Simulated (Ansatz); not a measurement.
# CsPbBr3: pressure −2 GPa

The reference is CsPbBr₃ in the cubic perovskite structure (space group Pm-3m, No. 221; a = 5.8721 Å).

The change: a negative pressure, −2 GPa.

Calculations: PBEsol (Ansatz, a quantum-chemistry and plane-wave program; PAW; 420 eV plane waves; spin-orbit coupling left out). Settings: 6×6×6 k-points, 0.05 eV Fermi–Dirac smearing.

- Density = 4.20 g/cm³ (base 4.76 g/cm³)
- Shortest interatomic distance = 3.061 Å (base 2.936 Å)
- Enthalpy H = E + PV relative to the base's energy = -0.53 eV/atom
- Band gap = 1.86 eV (base 1.43 eV)
- Gap character = direct at R (base direct at R)
- Width of the top valence band = 1.32 eV (base 2.07 eV)
- Electron mass (degenerate bands, along [100]) = 0.096, 0.89, 0.89 mₑ (at R) (base 0.077, 0.74, 0.74 mₑ (at R))
- Hole mass = 0.20 mₑ (at R) (base 0.13 mₑ (at R))

Final structure:

```yaml
crystal:
  lattice:
    - [6.12182, 0.00000, 0.00000]
    - [0.00000, 6.12182, 0.00000]
    - [0.00000, 0.00000, 6.12182]
  atoms:
    - { symbol: Cs, position: [0.00000, 0.00000, 0.00000] }
    - { symbol: Pb, position: [0.50000, 0.50000, 0.50000] }
    - { symbol: Br, position: [0.50000, 0.00000, 0.50000] }
    - { symbol: Br, position: [0.00000, 0.50000, 0.50000] }
    - { symbol: Br, position: [0.50000, 0.50000, 0.00000] }
```

With Pb present, leaving out spin-orbit coupling can change the band edges. Load acts through the strain it causes; cell and atoms are relaxed under it. Masses are band curvatures over ±0.01 Å⁻¹ around the edge. Stability against distortions was not tested. Many cubic perovskites are stable only at high temperature; tilts and polar distortions were not tested. This is not the structure that CsPbBr3 has at room temperature and ambient pressure.
